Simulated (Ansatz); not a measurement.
Start from InP in the zinc blende structure (space group F-43m, No. 216; a = 5.960 Å).

(Cell as relaxed with PBE.)

Levels (all Ansatz, a quantum-chemistry and plane-wave program, PAW, earlier PAW set): PBE (420 eV, no spin-orbit coupling); r2SCAN (500 eV, no spin-orbit coupling).

Each level relaxes its own structure.

```csv
base,PBE,r2SCAN
volume per atom,26.46 Å³,25.77 Å³
lattice parameter a,5.960 Å,5.907 Å
band gap,0.44 eV,1.02 eV
```

One thing is altered: the cell is scaled by 0.9589 in all directions; the atoms relax in the strained cell.

| quantity | PBE | r2SCAN |
|---|---|---|
| band gap | 1.12 eV | ? |
| shift of the gap caused by the change | +0.68 eV | ? |
| electron mass | 0.084 mₑ (at Γ) | ? |

### Question
Predict the r2SCAN column.

### Answer

- band gap, r2SCAN: 1.75 eV
- shift of the gap caused by the change, r2SCAN: +0.72 eV
- electron mass, r2SCAN: 0.11 mₑ (at Γ)

PBE's band gap lies 0.623 eV below r2SCAN's; PBE's shift of the gap caused by the change lies 0.04 eV below r2SCAN's. Neither level is exact; r2SCAN is the comparison here, not a measurement.

Masses are band curvatures over ±0.01 Å⁻¹ around the edge. Stability against distortions was not tested.
